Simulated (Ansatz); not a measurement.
Structure of amorphous Ga24O38Zr (periodic cell):

```
Ga24ZrO38
1.0
    9.30731    -0.13606     0.10734
   -0.13606     9.19807    -0.04426
    0.10734    -0.04426     9.17795
Ga O Zr
24 38 1
Direct
  0.70202   0.06391   0.06300
  0.52279   0.51517   0.50960
  0.81927   0.32929   0.88997
  0.04611   0.66577   0.15851
  0.05620   0.10110   0.02015
  0.73853   0.77841   0.27368
  0.96079   0.29741   0.60437
  0.37377   0.01249   0.92037
  0.77114   0.72604   0.93321
  0.33899   0.67120   0.68775
  0.49652   0.33504   0.23134
  0.87142   0.98186   0.74701
  0.14282   0.84215   0.86025
  0.52909   0.99931   0.35309
  0.22207   0.14428   0.41632
  0.26218   0.77459   0.36524
  0.99087   0.57826   0.77081
  0.52001   0.50524   0.86467
  0.89281   0.08435   0.37494
  0.83996   0.47459   0.38509
  0.13958   0.33692   0.20164
  0.45426   0.66152   0.12601
  0.95150   0.76087   0.53304
  0.22131   0.31248   0.80371
  0.82079   0.53224   0.87817
  0.62598   0.46596   0.33578
  0.21207   0.96569   0.03798
  0.12209   0.71470   0.67034
  0.02532   0.36973   0.79674
  0.93707   0.49920   0.56878
  0.59465   0.02514   0.53601
  0.53971   0.80400   0.25773
  0.61862   0.33502   0.85407
  0.56919   0.68979   0.96007
  0.84222   0.69366   0.12896
  0.56600   0.04871   0.91312
  0.35117   0.16335   0.78344
  0.78983   0.67670   0.43237
  0.80908   0.18041   0.72397
  0.30539   0.30652   0.31072
  0.45723   0.46101   0.08438
  0.05380   0.02159   0.82493
  0.81036   0.92838   0.95273
  0.93188   0.97051   0.53482
  0.14648   0.23021   0.57971
  0.32402   0.97385   0.39345
  0.49439   0.32257   0.56278
  0.33798   0.84078   0.80394
  0.35717   0.64335   0.48200
  0.54448   0.61461   0.68303
  0.06749   0.13855   0.26802
  0.31850   0.49413   0.80558
  0.84458   0.26936   0.43398
  0.76583   0.98223   0.25747
  0.17394   0.27177   0.01380
  0.06987   0.67735   0.95272
  0.85502   0.77359   0.72845
  0.55289   0.14402   0.20477
  0.26559   0.68738   0.18025
  0.86275   0.20234   0.04242
  0.00446   0.47575   0.23921
  0.06311   0.76841   0.35154
  0.56259   0.17594   0.69207
```

Methods: PBE, scalar-relativistic without spin-orbit coupling (Ansatz, a first-principles code); r2SCAN, scalar-relativistic without spin-orbit coupling (Ansatz); HSE06, scalar-relativistic without spin-orbit coupling (Ansatz). Neutral PBE cell, which sets geometry, pressure and energy: sampling: a 2×2×2 Γ-centred mesh; Fermi-Dirac width 0.02 eV; no spin polarisation. Exact exchange is cut at the faces of this 9 Å cell, which leaves hybrid gaps a finite-size error.

A CHGNet melt-quench gave the starting glass, which DFT then relaxed. O atoms were pushed apart under 1.9 Å during the dynamics, to hinder bonds among them. The hot cell started wider than the set density and was brought back towards it in steps. It is the lowest in DFT energy of 2 quenches. It is a model cell: composition and starting density were chosen by hand, and all elements were melted together. No dispersion term was used. Its density started from a set value of 5.02 and ended at 5.02 g/cm³. Cooling (nominally 330 K/ps over its main leg) ran many orders faster than in experiment, which tends to leave more defects and strain. Values belong to this one cell and scatter from quench to quench. The volume was held where the preparation left it and the shape relaxed.

Task: Give the pressure, the energy against reference phases and the spacing of the highest filled and lowest empty levels.

Result: 
```yaml
Pressure on a 2×2×2 Γ-centred mesh: 0.71 GPa
Largest force and stress component on that mesh (the relaxation ran on the zone centre alone): 0.06 eV/Å and 0.9 GPa
Energy relative to beta Ga2O3 + monoclinic ZrO2 (lowest mix at this level among the phases computed, not always the ambient ones): 0.172 eV/atom
Level gap on a 2×2×2 Γ-centred mesh (PBE): 1.61 eV
Level gap at the zone centre (PBE): 1.59 eV
Level gap at the zone centre (r2SCAN): 2.12 eV
Level gap at the zone centre (HSE06): 3.28 eV
Distance between the nearest levels spread over more than a fifth of the atoms or a third of the atoms of their main element (six at least) (PBE, zone centre): 1.98 eV
```

Task: At PBE and the zone centre, how localised are the states just below and above the Fermi level (participation number: the atoms over which a state spreads)?

Result: The highest filled state is spread over 5.5 atoms' worth, largest on O36, with weights by element (charge in smoothed Voronoi cells) O 0.95, Ga 0.04, Zr 0.00. The lowest empty state is spread over 56.9 atoms' worth, largest on Ga5, with weights by element (charge in smoothed Voronoi cells) O 0.53, Ga 0.46, Zr 0.01.

At PBE the levels at the filled edge of the gap are localised (band-tail or defect states), and the nearest spread-out levels lie 2.0 eV apart at the zone centre.

Neighbours within Ga-Ga 2.68 Å, Ga-O 2.52 Å, Ga-Zr 3.05 Å, O-O 1.58 Å, O-Zr 2.65 Å, Zr-Zr 3.41 Å count as bonded. Two cations that share two anions don't count as bonded, nor two that share one unless they lie closer than Ga-Ga 2.61 Å, Ga-Zr 2.96 Å, Zr-Zr 3.32 Å.

Added carriers, by PBE, scalar-relativistic without spin-orbit coupling in Ansatz on the zone centre alone. Charged cells keep the cell fixed and stand in a uniform background, with no image correction, at a width of 0.01 eV; where the count is odd the moment is locked at 1 μB, unless the neutral cell bore moments. Each starts from the undistorted neutral geometry alone. PBE's self-interaction favours spread-out carriers, so it can miss traps that a hybrid finds.

Task: What happens at PBE when the cell takes an extra electron and the atoms relax?

Result: Relaxation lowers the charged cell by 0.02 eV. The largest moves are O43 0.06 Å, O36 0.05 Å, O45 0.05 Å, Ga24 0.05 Å. The level that holds the added charge spreads over 56.5 atoms' worth, most on Ga5 (weight 0.04): a carrier spread over the cell. No bond crosses its cut-off with a change of over 0.15 Å (metal-metal contacts aside). Made neutral again at that geometry, the cell lies +0.02 eV from the neutral start.

Task: What happens at PBE when the cell takes a hole and the atoms relax?

Result: Relaxation lowers the charged cell by 0.43 eV. The largest moves are O43 0.50 Å, O42 0.30 Å, O35 0.29 Å, Ga1 0.17 Å. The level that was emptied spreads over 3.3 atoms' worth, most on O43 (weight 0.40): a localised (trapped) carrier, which neighbours of that atom can share. No bond crosses its cut-off with a change of over 0.15 Å (metal-metal contacts aside). Made neutral again at that geometry, the cell lies +0.97 eV from the neutral start (a closed shell was imposed there, with levels 0.08 eV apart, so this is an upper bound).
